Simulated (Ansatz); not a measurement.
Consider CdS in the wurtzite structure (space group P6_3mc, No. 186; a = 4.1966 Å, c = 6.8302 Å).

One thing is altered: cell and atoms relaxed at a pressure of 15 GPa.

Levels (all Ansatz, a quantum-chemistry and plane-wave program, PAW, earlier PAW set): PBE (420 eV, no spin-orbit coupling); HSE06 (420 eV, spin-orbit coupling left out).

The geometry is relaxed with PBE.

| Property | Value |
|---|---|
| PBE band gap | 1.50 eV |

With HSE06 at the same geometry, the band gap goes up by 1.05 eV to 2.55 eV.

Single points use the geometry relaxed with PBE. Load acts through the strain it causes; cell and atoms are relaxed under it. Whether these cells are dynamically stable was not tested. Measured, CdS leaves this structure (for rock salt) near 2.54 GPa (temperature not stated; as listed in Datta, Sujoy, Jana, Debnarayan, arXiv (2020)), on rising pressure, with hysteresis.
